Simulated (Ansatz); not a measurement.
Base system: SrO in the rock salt structure (space group Fm-3m, No. 225; a = 5.195 Å). Axes: x, y, z lie along the cube axes.

Level of theory: PBE in Ansatz (plane waves to 420 eV, PAW, no spin-orbit coupling).

Modification: an isotropic linear strain of +2.60 %, atoms relaxed at fixed cell.

### Question
Predict the stress tensor and what it implies for the stiffness.

### Answer
Stress of the strained cell less that of the base (GPa, compression positive):
```
  -5.48    0.00    0.00
   0.00   -5.48    0.00
   0.00    0.00   -5.48
```

Then B = −ΔP/(ΔV/V₀) with ΔV/V₀ = 0.0800 gives secant stiffness values (nonlinear terms included at this strain): B ≈ 68 GPa.

As a check, the harmonic strain energy −½ V₀ Δσ:ε is 23 meV/atom; the computed energy rise is 26 meV/atom.

No phonon test of stability was made.

Ansatz is a program for electronic structure.
